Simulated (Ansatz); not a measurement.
Take Cu in the fcc (Cu type) structure (space group Fm-3m, No. 225; a = 3.5768 Å; relaxed with 0.1 eV smearing) as the base. Axes: x, y, z lie along the cube axes.

The values are results of DFT with r2SCAN, PAW potentials and a 500 eV plane-wave cutoff in Ansatz (an electronic-structure program), no spin-orbit coupling, not measurements.

Perturbation: a pure shear with ε_xy = ε_yx = 0.0143, atoms relaxed at fixed cell.

Question: Predict the stress tensor and what it implies for the stiffness.

Answer: Stress of the strained cell less that of the base (GPa, compression positive):
```
    0.2    -2.6     0.0
   -2.6     0.2     0.0
    0.0     0.0     0.0
```

Then −Δσ/γ with γ = 2ε = 0.0286 gives secant stiffness values (nonlinear terms included at this strain): C66 ≈ 92 GPa.

Whether these cells are dynamically stable was not tested. All final runs are without spin polarisation.
